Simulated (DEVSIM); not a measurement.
System: abrupt InP p-n junction, at 300 K.

| layer (left to right) | material | thickness (μm) | Nd (cm⁻³) | Na (cm⁻³) | τn (s) | τp (s) |
|---|---|---|---|---|---|---|
| 1 | InP | 1.60 | - | 1.4e17 | 5.5e-7 | 5.5e-8 |
| 2 | InP | 110 | 2.8e17 | - | 5.5e-8 | 5.5e-8 |

Left contact: ohmic. Right contact: ohmic. Voltage is applied to the left contact. Recombination: SRH at mid-gap, radiative, Auger. Mobility is μmin + (μ − μmin)/(1 + (N/Nref)^α).

Constants are typed, rounded textbook-type inputs, not results; the design itself was drawn at random and stands for no fabricated device. Values at 300 K.

| parameter | InP |
|---|---|
| gap (eV) | 1.344 |
| affinity (eV) | 4.38 |
| permittivity | 12.5 |
| Nc (cm⁻³) | 5.7e17 |
| Nv (cm⁻³) | 1.1e19 |
| μn (cm²/Vs) | 5200 |
| μp (cm²/Vs) | 170 |
| μn,min | 400 |
| μp,min | 10 |
| Nref,n | 3e17 |
| Nref,p | 4.9e17 |
| αn | 0.47 |
| αp | 0.62 |
| B (cm³/s) | 1.2e-10 |
| Cn (cm⁶/s) | 9e-31 |
| Cp (cm⁶/s) | 9e-31 |

DEVSIM, 1D drift-diffusion, Boltzmann statistics, complete ionisation; no tunnelling, impact ionisation, image-force lowering or self-heating.

Give the dark forward current.


```json
[
 {"V (V)": "0.05", "J (A/cm²)": "5.1e-12"},
 {"V (V)": "0.10", "J (A/cm²)": "1.9e-11"},
 {"V (V)": "0.20", "J (A/cm²)": "1.6e-10"},
 {"V (V)": "0.25", "J (A/cm²)": "4.4e-10"},
 {"V (V)": "0.30", "J (A/cm²)": "1.2e-9"},
 {"V (V)": "0.40", "J (A/cm²)": "9.2e-9"},
 {"V (V)": "0.45", "J (A/cm²)": "2.7e-8"},
 {"V (V)": "0.55", "J (A/cm²)": "3.6e-7"},
 {"V (V)": "0.60", "J (A/cm²)": "1.7e-6"},
 {"V (V)": "0.65", "J (A/cm²)": "1.0e-5"},
 {"V (V)": "0.75", "J (A/cm²)": "0.00042"},
 {"V (V)": "0.80", "J (A/cm²)": "0.0029"},
 {"V (V)": "0.85", "J (A/cm²)": "0.020"},
 {"V (V)": "0.95", "J (A/cm²)": "0.93"},
 {"V (V)": "1.00", "J (A/cm²)": "6.3"},
 {"V (V)": "1.10", "J (A/cm²)": "170"},
 {"V (V)": "1.15", "J (A/cm²)": "450"},
 {"V (V)": "1.20", "J (A/cm²)": "840"},
 {"V (V)": "1.30", "J (A/cm²)": "1800"},
 {"V (V)": "1.35", "J (A/cm²)": "2300"}
]
```
